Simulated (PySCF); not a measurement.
PySCF 2.14.0, unrestricted BP86/def2-svp, df: Mn(OH)(k2OAc) (CC1[O][Mn]([OH])<-[O]=1), charge 0, multiplicity 6, 10 atoms. The geometry is a generated start, not checked to be a minimum at this level.

```
Quantity                       Value
-------------------  ---------------
task                          energy
method                          bp86
basis                       def2-svp
two-electron scheme  density fitting
mol.max_memory              16000 MB
mf.max_cycle                     100
mf.DIIS              CDIIS (default)
mf.diis_space            8 (default)
mf.conv_tol          1e-09 (default)
mf.grids.level           3 (default)
basis functions                  121
grid points                   130624
```

It runs on a single node (Arm Neoverse V2, 96 cores on 1 socket, no SMT, 1 L3 cache group).

Each time is the median wall time of two to five repeats, run one at a time on the otherwise empty machine; start-up is included. Processes are pinned to neighbouring cores unless said otherwise. The build: PyPI wheel: OpenMP (GNU), a bundled serial OpenBLAS 0.3.3 under its C layer, NumPy's threaded OpenBLAS held to generic ARMv8 kernels, libcint, Libxc; another build can shift the numbers. Scratch files lie in a memory file system.

All on 16 threads, 1 BLAS thread. The candidates, on 16 cores each, agree within 1.0 meV/atom in energy, 0.050 in <S²>:
A. mf.init_guess = atom
B. mf.init_guess = sap
C. mf.init_guess = 1e
D. mf.init_guess = minao (default)
E. mf.init_guess = huckel

Question: Which choice gives the shortest wall time?

Answer: B (mf.init_guess = sap), 6.6 s. At the other end D takes 3.1× as long.

```tsv
candidate	wall time	repeats	Fock builds (products with the orbital Hessian counted alike)
B	6.6 s	3 runs within 4 %	30
A	8.1 s	3 runs within 1 %	37
E	12 s	3 runs within 1 %	57
C	16 s	2 runs within 3 %	78
D	21 s	2 runs within 2 %	98
```

From the slowest to the fastest: The largest move is in exchange-correlation on the grid (vxc): 17 s to 5.1 s. The count of Fock builds goes from 98 to 30.
